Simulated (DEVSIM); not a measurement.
Device: n-channel Ge fully depleted SOI MOSFET with SiO2, at 300 K.

```yaml
gate_length: 60 nm
source_drain_length: 48 nm
dielectric_thickness: 1.6 nm
lateral_straggle: 4.5 nm
underlap: 0 nm
body_thickness: 13.7 nm
buried_oxide: 15 nm
gate_work_function: 4.31 eV
source_and_drain_doping: 7.4e19 cm⁻³, Gaussian tails under the gate
body_doping: 3e15 cm⁻³
lifetime: 2e-8 s
supply: 1.2 V
back_work_function: 4.51 eV
back_or_body_bias: 0.5 V
```

All mobilities are scaled by 0.4; velocity saturation, μ/(1 + (μE/vsat)^b)^(1/b) with b = 2 for electrons and 1 for holes and E the electric field along each mesh edge, is on. Mobility is constant in doping.

The device is made up for the run: typed textbook-type constants, with dimensions and the other settings drawn at random. Values at 300 K.

Ge: gap (eV) 0.664, affinity (eV) 4, permittivity 16, Nc (cm⁻³) 1.04e19, Nv (cm⁻³) 6e18, μn (cm²/Vs) 3900, μp (cm²/Vs) 1900, vsat,n (cm/s) 6.5e6, vsat,p (cm/s) 6e6. SiO2: gap (eV) 9, affinity (eV) 0.9, permittivity 3.9.

Model (solved in DEVSIM): 2D drift-diffusion, Boltzmann statistics, complete ionisation; no quantum confinement, tunnelling, impact ionisation, self-heating, contact resistance or fringe fields beside the gate. Metal contacts follow the ideal Schottky-Mott rule: no Fermi-level pinning, no interface dipoles.

Transfer curves, |Id| in μA/μm:

```
Vg (V)  Vd = 0.05 V  Vd = 1.2 V
------  -----------  ----------
-0.36      0.001091     0.08726
-0.3       0.003632      0.2761
-0.24       0.01199      0.8466
-0.18       0.03908       2.315
-0.12        0.1252       5.537
-0.06        0.3910       11.95
0             1.171       23.00
0.06          3.273       39.58
0.12          8.226       61.95
0.18          18.08       90.44
0.24          34.75       125.9
0.3           59.53       168.4
0.36          92.37       217.6
0.42          132.0       273.1
0.48          176.8       333.7
0.54          225.6       398.3
0.6           277.4       466.1
0.66          331.6       536.1
0.72          387.6       608.0
0.78          445.1       681.3
0.84          503.7       755.7
0.9           563.2       831.0
0.96          623.2       907.2
1.02          683.6       983.9
1.08          744.2        1061
1.14          804.9        1139
1.2           865.4        1217
```

Task: Work out the subthreshold swing at low drain bias from the rows at -0.36 and -0.3 V, and compare it with the thermal limit.

Result: log10(0.003632/0.001091) = 0.522 over 60.0 mV, so S = 115 mV/decade. The limit kT/q ln 10 is 59.5 mV/decade; the ratio is 1.93. This is the steepest step of the table.

Task: Find both thresholds at the constant current 0.1 μA × (1 μm/L) a micrometre, and the DIBL.

Result: The current is 1.67 μA/μm. Interpolating ln Id gives 0.021 V and -0.200 V; their difference over the 1.15 V of drain bias is 190 mV/V.

Task: Give the natural length λ = √(ε_body t_body t_ox / (ε_ox)) and the gate length in units of it.

Result: λ = 9.48 nm and L/λ = 6.3. The formula is that for thin layers, and L is the gate's length, not the shorter one between the doping tails.

Source and drain are degenerate, where Boltzmann statistics are only rough. The electric field that drives the saturation includes the junctions' built-in field, which lowers the mobility there even at small currents: subthreshold currents come out too low, a known weakness of this choice.
